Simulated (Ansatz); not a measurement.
Base system: WSi₂ (space group I4/mmm, No. 139; a = 3.203 Å, c = 7.818 Å; relaxed with 0.1 eV smearing). Axes: x, y, z lie along a, b, c of the conventional cell.

Computed with Ansatz (an electronic-structure program) PBEsol, scalar-relativistic without spin-orbit coupling, earlier PAW set.

Before the change:

```
Property                         Value
-----------------------------  -------
Shortest interatomic distance  2.588 Å
Pressure                       0.0 GPa
```

The change: strain tensor (xx, yy, zz, yz, xz, xy) = (+1.29, −0.68, −0.06, +0.01, −0.27, +1.60) %, atoms relaxed at fixed cell.

Q: How does this affect the energy relative to the base, shortest interatomic distance and pressure?

A: The energy goes up by 12 meV/atom; the shortest interatomic distance shrinks by 0.0096 Å (2.588 Å → 2.579 Å); the pressure (mean of the normal stresses, compression positive) goes from zero to -0.8 GPa.

Whether these cells are dynamically stable was not tested. The final runs are not spin-polarised.
